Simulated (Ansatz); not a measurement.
The parent structure is AlBiO₃ in the cubic perovskite structure (space group Pm-3m, No. 221; a = 3.753 Å; a cell from a computed database, its experimental status unchecked).

Levels (all Ansatz, an electronic-structure program, PAW): PBEsol (420 eV, no SOC); PBEsol+SOC (420 eV, spin-orbit coupling included).

The geometry is relaxed with PBEsol.

| Property | Value |
|---|---|
| PBEsol pressure | 0.00 GPa |
| PBEsol gap character | indirect, M → X |
| PBEsol electron mass | 0.14 mₑ along k, 0.23 mₑ across (at X) |
| PBEsol width of the top valence band | 1.29 eV |

**Question.** Predict the pressure, gap character, electron mass and width of the top valence band from PBEsol+SOC.

**Answer.** The pressure goes from zero to 0.58 GPa; the gap character is still indirect, M → X; the electron mass goes from 0.14 mₑ along k, 0.23 mₑ across (at X) to 0.13 mₑ along k, 0.24 mₑ across (at X); the width of the top valence band shrinks by 0.08 eV (1.29 eV → 1.21 eV).

Single points use the geometry relaxed with PBEsol. Differences between runs with and without spin-orbit coupling are approximate. With Bi present, leaving out spin-orbit coupling can change the band edges. Effective masses come from finite differences of ±0.01 Å⁻¹. Along k means along the line from Γ to the band edge. Whether these cells are dynamically stable was not tested. Many cubic perovskites are stable only at high temperature; tilts and polar distortions were not tested.
